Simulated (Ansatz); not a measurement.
# CaS (model structure, Pm-3m, No. 221, 2 atoms in the cell)

Method: G0W0@PBEsol+SOC (Ansatz, a first-principles code, hard PAW, contour deformation, complete-basis limit, spin–orbit shift from PBEsol).

Numerical settings: largest k mesh 10×10×10 (not extrapolated in the mesh).

Cell (relaxed with PBEsol):

```xyz
2
Lattice="3.4385 0.0000 0.0000 0.0000 3.4385 0.0000 0.0000 0.0000 3.4385" Properties=species:S:1:pos:R:3 pbc="T T T"
Ca     0.0000     0.0000     0.0000
S      1.7192     1.7192     1.7192
```

```
Quantity    Value
--------  -------
band gap  2.74 eV
```

Note: spin–orbit coupling enters as the shift of the gap found with a semilocal functional; the relaxation could raise the start's symmetry but not lower it, so the cell can be a saddle point.

Static lattice: no zero-point or thermal effects.

A model structure was made by putting elements into a prototype or built by hand; it is no filed structure, need not be a known phase, and can be a saddle point held by its symmetry.
